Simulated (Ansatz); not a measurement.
**Hypothetical P-3m1 Cd3N2, response to strain**

Base system: Cd3N2 (space group P-3m1, No. 164; a = 3.707 Å, c = 6.599 Å; a hypothetical phase, not in the database extracts checked). Axes: x lies along a and z along c of the hexagonal cell.

Strains are applied to the cell and any free atomic positions relax.

The values are results of Ansatz (a program for electronic structure) PBE, no SOC, not measurements.

Notes on the quantities. energy relative to the base: free energy F; pressure: mean of the normal stresses, compression positive.

| change | largest internal atomic displacement | energy relative to the base | pressure | space group | volume per atom |
|---|---|---|---|---|---|
| base | – | 0 meV/atom | 0.0 GPa | P-3m1 (No. 164) | 15.71 Å³ |
| isotropic strain +1.52 % | 0.024 Å | +8.7 meV/atom | -3.6 GPa | P-3m1 (No. 164) | 16.44 Å³ |
| isotropic strain +1.54 % | 0.024 Å | +8.9 meV/atom | -3.7 GPa | P-3m1 (No. 164) | 16.45 Å³ |
| tensor shear ε_yz = +0.89 % | 0.025 Å | +0.2 meV/atom | 0.0 GPa | C2/m (No. 12) | 15.71 Å³ |

Stability against distortions was not tested. All final runs are without spin polarisation.
